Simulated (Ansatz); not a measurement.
# C interstitial started as a split pair with Si (silicon host)

Method: PBE, PAW (plane waves to 420 eV; Ansatz, a program for electronic structure). The supercell holds 64 host sites (2×2×2 repeats of the unit cell), with a 2×2×2 shifted k-point sampling for the final energies. Site at the start: split with Si along <100>. Charged cells carry a point-charge image correction with potential alignment at far atoms. Dielectric constants: PBE linear response of the host. Host gap at this level: 0.61 eV. Finite-size and sampling errors can reach tenths of an eV here. The semilocal functional narrows the gap, so deep levels can fall outside it. Spin–orbit coupling is left out. Each state is the lowest found from its start.

Formation energies E_f are given with the Fermi level at the valence-band maximum. Chemical conditions: impurity bounded by its compound with the host (Δμ(C) = -0.41 eV, bounded by 6H silicon carbide; only phases computed here count, gases as isolated molecules at 0 K). Reference phases: C: graphite.

The name describes the start; the neighbours show where the added atom ended.

```json
[
 {"charge": "+2†", "moment (μB)": "0.0", "point group": "–", "largest move off a lattice site (Å)": "0.32", "neighbours of the added atom at the end (Å)": "Si 1.78, Si 1.85, Si 1.85", "image correction with alignment (eV)": "0.56", "E_f, impurity bounded by its compound with the host (eV)": "–", "above the lowest spin state (eV)": "0.00"},
 {"charge": "+2†", "moment (μB)": "not spin-polarised", "point group": "–", "largest move off a lattice site (Å)": "0.32", "neighbours of the added atom at the end (Å)": "Si 1.78, Si 1.85, Si 1.85", "image correction with alignment (eV)": "0.56", "E_f, impurity bounded by its compound with the host (eV)": "–", "above the lowest spin state (eV)": "0.00"},
 {"charge": "+1†", "moment (μB)": "1.0", "point group": "–", "largest move off a lattice site (Å)": "0.30", "neighbours of the added atom at the end (Å)": "Si 1.77, Si 1.85, Si 1.85", "image correction with alignment (eV)": "0.19", "E_f, impurity bounded by its compound with the host (eV)": "–", "above the lowest spin state (eV)": "0.00"},
 {"charge": "0", "moment (μB)": "not spin-polarised", "point group": "C2v", "largest move off a lattice site (Å)": "0.30", "neighbours of the added atom at the end (Å)": "Si 1.75, Si 1.82, Si 1.82, Si 3.27, Si 3.27, Si 3.28, Si 3.28", "image correction with alignment (eV)": "0.00", "E_f, impurity bounded by its compound with the host (eV)": "3.99", "above the lowest spin state (eV)": "0.00"},
 {"charge": "0", "moment (μB)": "0.0", "point group": "C2v", "largest move off a lattice site (Å)": "0.30", "neighbours of the added atom at the end (Å)": "Si 1.75, Si 1.82, Si 1.82, Si 3.27, Si 3.27, Si 3.28, Si 3.28", "image correction with alignment (eV)": "0.00", "E_f, impurity bounded by its compound with the host (eV)": "3.99", "above the lowest spin state (eV)": "0.00"},
 {"charge": "−1†", "moment (μB)": "1.0", "point group": "–", "largest move off a lattice site (Å)": "0.34", "neighbours of the added atom at the end (Å)": "Si 1.78, Si 1.81, Si 1.81", "image correction with alignment (eV)": "0.06", "E_f, impurity bounded by its compound with the host (eV)": "–", "above the lowest spin state (eV)": "0.00"}
]
```

† Not settled in this cell, so no level is given: charge +2: carriers not clearly localised, level within 0.1 eV of a band edge or past it; charge +1: carriers not clearly localised, level within 0.1 eV of a band edge or past it; charge −1: level within 0.1 eV of a band edge or past it.

Point groups are those of the whole cell at tolerances of 0.03 and 0.1 Å ("near" where only the looser one holds); none is given for unsettled states.

Starting moments that weren't kept: charge +2 began with 2 μB and ended with 0.0; charge 0 began with 2 μB and ended with 0.0.
